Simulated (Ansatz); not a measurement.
GaSb under a change: biaxial strain +1.67 %, plane normal [111], relaxed out of plane

Start from GaSb in the zinc blende structure (space group F-43m, No. 216; a = 6.132 Å). Axes: x, y, z lie along the cube axes.

The change: tensile biaxial strain of 1.67 % in the plane normal to [111], as in epitaxy on a mismatched substrate; the out-of-plane cell vector and the atoms relax.

Level of theory: r2SCAN (Ansatz, an electronic-structure program; PAW; 500 eV plane waves; no spin-orbit coupling). k-mesh 13×13×13 (Γ-centred); smearing 0.05 eV (Fermi–Dirac).

- Space group = R3m (No. 160) (base F-43m (No. 216))
- Energy relative to the base (free energy F) = +6.0 meV/atom
- Pressure (mean of the normal stresses, compression positive) = -1.28 GPa (base 0.01 GPa)
- Band gap = 0.17 eV (base 0.41 eV)
- Gap character = direct at Γ (base direct at Γ)
- Valley order (the lowest conduction-band minima on the path, energy above the VBM, named in the base's zone) = Γ 0.17 eV; L along [111] 0.34 eV; L along [1-1-1] 0.62 eV; a point along [001], about 0.9 Å⁻¹ from Γ 1.04 eV (base Γ 0.41 eV; L along ⟨111⟩ 0.68 eV; a point along ⟨100⟩, about 0.9 Å⁻¹ from Γ 1.10 eV)
- Out-of-plane strain = -0.70 %
- Ratio −ε⊥/ε∥ = 0.42
- Mean in-plane stress (compression positive) = -1.9 GPa

Cost of the whole job for the changed cell (relaxation, final SCF and bands): around 5 core-minutes (rough).

Spin-orbit coupling, missing from the scalar runs, can matter with Sb. Stability against distortions was not tested. The zero or small gap of GaSb under biaxial strain +1.67 %, plane normal [111], relaxed out of plane can change with the level of theory. k-point labels follow each cell's own Brillouin zone.
